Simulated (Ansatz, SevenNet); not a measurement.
# Lattice parameter a of Ga (model structure, started from the lonsdaleite type, P6/mmm, No. 191, 4 atoms in the cell) at several levels of theory

No measured value is used here.

```csv
level (code),value (Å)
SevenNet-0,4.434
SevenNet-l3i5,4.500
LDA (Ansatz),4.300
PBE (Ansatz),___
PBEsol (Ansatz),4.362
r²SCAN (Ansatz),___
```

Task: Complete the blanks.

Result: 
- PBE (Ansatz, a quantum-chemistry and plane-wave program), value (Å): 4.452
- r²SCAN (Ansatz), value (Å): 4.359

Cutoffs differ between the levels. Ansatz's density-functional and Hartree–Fock values are scalar-relativistic unless marked +SOC, with PAW data made under PBE.

Machine-learned potentials (SevenNet-0, SevenNet-l3i5) are trained on DFT data: a solid inside that data is no test of them.

A model structure was made by putting elements into a prototype or built by hand; it is no filed structure, need not be a known phase, and can be a saddle point held by its symmetry.
